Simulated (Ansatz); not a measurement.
## Short convergence ladders for a (111) slab of CaPt2 (cut from a parent of space group no. 227; 12 atoms in the cell)

```
CELL_PARAMETERS angstrom
      5.39004     0.00000     0.00000
      2.69502     4.66791     0.00000
      0.00000     0.00000    21.15159
ATOMIC_POSITIONS crystal
  Ca 0.47671 0.47671 0.38296
  Ca 0.14338 0.14338 0.33094
  Ca 0.81005 0.81005 0.59103
  Ca 0.47671 0.47671 0.53901
  Pt 0.97671 0.97671 0.46099
  Pt 0.97671 0.47671 0.46099
  Pt 0.47671 0.97671 0.46099
  Pt 0.81005 0.81005 0.35695
  Pt 0.31005 0.31005 0.66906
  Pt 0.31005 0.81005 0.66906
  Pt 0.81005 0.31005 0.66906
  Pt 0.14338 0.14338 0.56502
```

Base method: PBEsol, default PAW files made with PBE (plane waves; Ansatz, a quantum-chemistry and plane-wave program).

Base settings: basis.ecutwfc = 420 eV; kpoints.mp_grid.grid = 5 5 1; hamiltonian.xc = pbesol; hamiltonian.pseudopotentials = {kind: paw} (the program's default PAW files); scf.occupations.method = gaussian; scf.occupations.width = 0.1 eV.

The count of work is k-points × plane waves × bands × iterations; it is no time. Core times come from one kind of shared machine, to one figure; runs under 30 s give none.

**The vacuum with a dipole correction**

In this ladder: efield.axis = 3; efield.dipole_correction = true.

The mesh stays at the base's, so the ladder's end is converged at best in this setting alone.

Only quantities that move along the ladder and can be compared are tabulated.

| vacuum between outermost atoms (Å) | largest difference of a force vector from the last step's (eV/Å) |
|---|---|
| 8.0 | 0.008 |
| 10.0 | 0.001 |
| 14.0 | 0.000 |
| 20.0 | 0.000 |

Smallest vacuum between outermost atoms (Å) that holds the forces within 0.005 eV/Å of the last step, with all finer ones: 10.0; the step before is off by 0.008 eV/Å.

**The plane-wave cutoff**

The mesh stays at the base's, so the ladder's end is converged at best in this setting alone.

Only quantities that move along the ladder and can be compared are tabulated.

| basis.ecutwfc | free energy less the last step's (meV/atom) | largest difference of a force vector from the last step's (eV/Å) | count of work / last | core time / last (rough) |
|---|---|---|---|---|
| 210 eV | 5258.17 | 0.363 | 0.14 | – |
| 250 eV | 1103.30 | 0.476 | 0.16 | – |
| 295 eV | 135.39 | 0.042 | 0.21 | – |
| 355 eV | 4.83 | 0.002 | 0.28 | – |
| 420 eV | 1.32 | 0.002 | 0.35 | 0.3 |
| 505 eV | 0.28 | 0.000 | 0.46 | 0.5 |
| 630 eV | 0.09 | 0.000 | 0.65 | 0.7 |
| 840 eV | 0.00 | 0.000 | 1.0 | 1 |

Coarsest basis.ecutwfc that holds the free energy within 0.5 meV/atom of the last step, with all finer ones: 505 eV; the step before is off by 1.3 meV/atom.

Coarsest basis.ecutwfc that holds the forces within 0.01 eV/Å of the last step, with all finer ones: 355 eV, at 0.28 of the last step's count of work; the step before is off by 0.042 eV/Å.

**The depth of the relaxed slab**

On a (111) slab of CaPt2 (cut from a parent of space group no. 227; 6 atoms in the cell), and deeper slabs.

In this ladder: relax = atoms; relax.f_tol = 0.02 eV/Å.

Surface energy = (E_slab − N e_bulk)/2A, with e_bulk from the bulk crystal on its finest mesh (120 k-points); errors per atom of slab and bulk, whose meshes differ, grow with N.

The mesh stays at the base's, so the ladder's end is converged at best in this setting alone.

Only quantities that move along the ladder and can be compared are tabulated.

```tsv
atoms	surface energy (J/m²)	relaxation steps	core time / last (rough)
6	1.685	5	0.04
18	1.638	5	0.3
24	1.653	4	0.4
30	1.648	5	1
```

Smallest size that holds the surface energy within 0.02 J/m² of the last step, with all finer ones: 18, at about 0.3 of the last step's time; the step before is off by 0.037 J/m².

On the base run: the starting cell comes from a database of computed structures (which also holds hypothetical and non-ambient phases and stackings), without a prior relaxation at this level. The slab is cut from that crystal, and its faces are unrelaxed. Its lattice was rescaled by up to half a per cent. Spin polarisation is off. In the base run, forces exceed 1 eV/Å.

Left out of this page: 1 run of the series unsound by tests on forces, stress, charge or solver warnings.

Keys are those of Ansatz 0.2.
